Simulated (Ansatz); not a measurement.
Input and output of a relaxation of the atoms for LaO2 (Pm, 6 atoms in the cell) (Ansatz, a first-principles code).

Method of the run: LDA (PW92), default PAW files made with PBE (plane waves; Ansatz).

The change in words: one atom moved by 0.15 angstrom; relax: default → atoms; relax.f_tol: default → 0.2 eV/Å. Reference geometry:
```
CELL_PARAMETERS angstrom
      4.32003     0.00000     0.00000
      0.00000     3.94590     0.00000
     -1.10215     0.00000     6.28707
ATOMIC_POSITIONS crystal
  La 0.80470 0.75000 0.19946
  La 0.19530 0.25000 0.80054
  O  0.17309 0.75000 0.54551
  O  0.82691 0.25000 0.45449
  O  0.25542 0.75000 0.03086
  O  0.74458 0.25000 0.96914
```

Reference input (self-consistent single point, DFT, LDA (PW92), plane waves, default PAW files made with PBE): basis.ecutwfc = 420 eV; kpoints.mp_grid.grid = 7 7 4; hamiltonian.xc = lda; hamiltonian.pseudopotentials = {kind: paw} (the program's default PAW files); scf.occupations.method = gaussian; scf.occupations.width = 0.1 eV. This run's input differs from it in these lines:

```diff
@@ -7,3 +7,3 @@
   atoms:
-    - { symbol: La, position: [0.80470000, 0.75000000, 0.19946000] }
+    - { symbol: La, position: [0.81078700, 0.75000000, 0.22331900] }
     - { symbol: La, position: [0.19530000, 0.25000000, 0.80054000] }
@@ -22,2 +22,4 @@
   occupations: { method: gaussian, width: 0.1 }
+relax:
+  f_tol: 0.2
 output:
```

Output, abridged:

```
   [... SCF lines of the steps left out ...]
relax step   1: F+E_penalty+E_count = -14378.18079044 eV  Δ(F+E_penalty+E_count) = +0.000e0 eV  max|allowed force component| = 5.657e-1 eV/Å  Δτ_max = 0.0000 Å  (10 SCF iters, dr2 threshold 1.00e-4 eV, accepted)
relax step   2: F+E_penalty+E_count = -14378.29562479 eV  Δ(F+E_penalty+E_count) = -1.148e-1 eV  max|allowed force component| = 5.338e-1 eV/Å  Δτ_max = 0.1499 Å  (13 SCF iters, accepted)
relax step   3: F+E_penalty+E_count = -14378.44903106 eV  Δ(F+E_penalty+E_count) = -1.534e-1 eV  max|allowed force component| = 1.177e0 eV/Å  Δτ_max = 0.1969 Å  (12 SCF iters, accepted)
   [... lines left out ...]
relax step   5: F+E_penalty+E_count = -14378.91563702 eV  Δ(F+E_penalty+E_count) = -2.590e-1 eV  max|allowed force component| = 9.056e-1 eV/Å  Δτ_max = 0.2000 Å  (10 SCF iters, dr2 threshold 1.00e-4 eV, accepted)
relax step   6: F+E_penalty+E_count = -14378.95696863 eV  Δ(F+E_penalty+E_count) = -4.133e-2 eV  max|allowed force component| = 4.109e-1 eV/Å  Δτ_max = 0.1374 Å  (6 SCF iters, dr2 threshold 1.00e-4 eV, accepted)
relax step   7: F+E_penalty+E_count = -14378.96736978 eV  Δ(F+E_penalty+E_count) = -1.040e-2 eV  max|allowed force component| = 6.149e-2 eV/Å  Δτ_max = 0.0503 Å  (8 SCF iters, accepted)
the relaxation is at rest under the 2 symmetry operations that the run kept from its start: a minimum is not shown …
Free energy (F): -14378.967370 eV
Internal energy: -14378.966068 eV  (E = F + TS)
E sigma→0 (E₀):  -14378.966719 eV
Entropy (-TS):   -0.001302 eV (-0.217 meV/atom)
Fermi energy:    6.418964 eV
--- Forces (eV/Å), atoms counted from 1 ---
  atom   1  La     0.04680778     0.00000000    -0.02436749
  atom   2  La    -0.04827967     0.00000000     0.02432212
  atom   3  O     -0.00164704     0.00000000     0.05957915
  atom   4  O      0.00228098     0.00000000    -0.06149866
  atom   5  O      0.00261694     0.00000000    -0.02899563
   [... lines left out ...]
    - { symbol: La, position: [0.19731416091705936, 0.25, 0.8219291274306894] }
    - { symbol: O, position: [0.07116443837243945, 0.75, 0.5321933241846485] }
    - { symbol: O, position: [0.9462912429929032, 0.25, 0.47291203517529695] }
    - { symbol: O, position: [0.2519577330001831, 0.75, 0.032876776468149016] }
    - { symbol: O, position: [0.7415633740704832, 0.25, 0.976011014663491] }
```

The run converged. 

Summary of the result:
- Free energy E − TS (on the zero of these files) = -14378.9674 eV
- Pressure = -2.25 GPa
- Largest force (vector length) = 0.062 eV/Å
- Relaxation steps = 7

The starting cell comes from a database of computed structures (which also holds hypothetical and non-ambient phases and stackings), without a prior relaxation at this level. Its lattice was rescaled by up to half a per cent. For this run, on top of that: one atom moved by 0.15 angstrom. Ansatz's pressure includes its estimate of the finite-basis (Pulay) stress. Without the estimate this run gives -2.87 GPa.

Cost on one core of a shared machine: roughly 3 min.

Keys are those of Ansatz 0.2.
